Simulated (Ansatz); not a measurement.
# BaInHO2 (model structure, started from the SrVO2H type, P4/mmm, No. 123, 5 atoms in the cell)

Method: r²SCAN (Ansatz, an electronic-structure program, PAW).

Numerical settings: plane-wave cutoff 560 eV, 8×8×10 k mesh (along the axes of the cell as run), Fermi–Dirac smearing 0.01 eV, scalar-relativistic PAW data made under PBE.

Cell (relaxed with PBEsol):

```
CELL_PARAMETERS angstrom
      4.28365     0.00000     0.00000
      0.00000     4.28365     0.00000
      0.00000     0.00000     3.88015
ATOMIC_POSITIONS crystal
  Ba 0.50000 0.50000 0.50000
  In 0.00000 0.00000 0.00000
  O  0.50000 0.00000 0.00000
  O  0.00000 0.50000 0.00000
  H  0.00000 0.00000 0.50000
```

```yaml
band_gap: 1.38 eV
smallest_direct_gap_on_the_k_points_sampled: 1.96 eV
"Γ–Γ gap": 5.23 eV
```

Note: the relaxation could raise the start's symmetry but not lower it, so the cell can be a saddle point; cell and atoms aren't relaxed at this level (pressure 1.7 GPa).

Spin–orbit coupling is not included.

Static lattice: no zero-point or thermal effects.

A model structure was made by putting elements into a prototype or built by hand; it is no filed structure, need not be a known phase, and can be a saddle point held by its symmetry.
